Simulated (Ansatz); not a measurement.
Cost and result by functional for the adsorption energy of H on the 1x1 (0001) surface of hcp Sc, one in a 2x2 cell, started at the site 'bridge Sc-Sc (span 3.3 Å)', in Ansatz (plane waves, PAW). Single points on the PBE structure, on one kind of machine; costs are rough ratios of the slab run's core time (references not counted) to the cheapest single point. r2SCAN's cost holds its higher cutoff (500 against 420 eV). Differences are taken against r2SCAN for comparison alone: no measured value is at hand, so the table doesn't rank accuracy.

Set-up: 17 atoms, 7.6 Å thick at the start under the adsorbate (thin: gaps and levels are the slab's own); mesh 5x5x1; 0.1 eV smearing; dipole correction on; 8 atoms held, the rest relaxed; start symmetry kept, larger cells not searched; no spin, no spin-orbit, no U, no dispersion correction. At the end it is bonded to 3 Sc. In PBE it is, or lies within 0.03 eV of, the lowest of the starts that converged. These notes are the PBE run's. Adsorption energies are against ½ H2(g). A negative adsorption energy means that the adsorbate is more stable on the surface than in its reference.

| functional | relative cost | adsorption energy (eV) | less r2SCAN (eV) |
|---|---|---|---|
| RPBE | 1 | -1.00 | 0.27 |
| r2SCAN | 2 | -1.27 | 0.00 |
| PBE (the relaxed run's value) | – | -1.10 | 0.18 |

The values span 0.27 eV, while the single points' costs differ by a factor of roughly 2. Differences are of unrounded values.

Ansatz is a program for electronic structure.
